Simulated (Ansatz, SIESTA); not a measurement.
# Code comparison for ZrZnNi4 (P1, 6 atoms in the cell)

Self-consistent single point, at a second geometry (atoms moved at random). First geometry:

```xyz
6
Lattice="0.0000 3.3547 3.3547 3.3547 0.0000 3.3547 3.3547 3.3547 0.0000" Properties=species:S:1:pos:R:3 pbc="T T T"
Zr     0.0000     0.0000     0.0000
Zn     5.0320     5.0320     5.0320
Ni     4.1872     2.5222     4.1872
Ni     2.5222     2.5222     2.5222
Ni     2.5222     4.1872     4.1872
Ni     4.1872     4.1872     2.5222
```

Second geometry:
```yaml
crystal:
  lattice:
    - [0.00000, 3.35467, 3.35467]
    - [3.35467, 0.00000, 3.35467]
    - [3.35467, 3.35467, 0.00000]
  atoms:
    - { symbol: Zr, position: [0.99945, 0.00075, 0.00354] }
    - { symbol: Zn, position: [0.74940, 0.75840, 0.74745] }
    - { symbol: Ni, position: [0.36169, 0.85446, 0.38839] }
    - { symbol: Ni, position: [0.37755, 0.37234, 0.36610] }
    - { symbol: Ni, position: [0.88500, 0.38228, 0.36700] }
    - { symbol: Ni, position: [0.37690, 0.38179, 0.87752] }
```

Shared settings, as Ansatz (an electronic-structure program) writes them: kpoints.mp_grid.grid = 9 9 9; scf.occupations.method = gaussian; scf.occupations.width = 0.136 eV. Potentials and cutoffs stand in the table.

```
code                                                                                                                            model  ΔF from the first geometry (meV/atom)  pressure (GPa)  largest force (eV/Å)       cutoff
------  -----------------------------------------------------------------------------------------------------------------------------  -------------------------------------  --------------  --------------------  -----------
SIESTA  GGA PBEsol, numerical atomic orbitals DZP, PseudoDojo PBEsol standard norm-conserving potentials (rewritten from UPF to PSML)                                   22.0           -7.20                 1.103  grid 300 Ry
Ansatz                                                                                                PBEsol, PAW files made with PBE                                   21.6           -1.33                 1.083      default
```

Size of the force on each atom (eV/Å): Sizes of forces hide their directions.

```tsv
code	Zr1	Zn2	Ni3	Ni4	Ni5	Ni6
SIESTA	0.251	0.185	0.961	1.073	1.103	0.979
Ansatz	0.219	0.115	1.071	1.083	1.054	0.973
```

On Ansatz's run: spin polarisation is off.

The spread over the programs that give each value: ΔF from the first geometry within 0.4 meV/atom; pressure within 5.87 GPa; largest force within 0.020 eV/Å.

SIESTA uses small atom-centred bases, whose incompleteness enters pressures, forces and empty levels differently from a plane-wave cutoff. Ansatz's pressure is given at a fixed set of plane waves, as the other plane-wave codes print theirs; with its correction for the finite basis it is -1.26 GPa.

The starting cell comes from a database of computed structures (which also holds hypothetical and non-ambient phases and stackings), without a prior relaxation at this level. For this run, on top of that: atoms moved at random.

Keys are those of Ansatz 0.2.
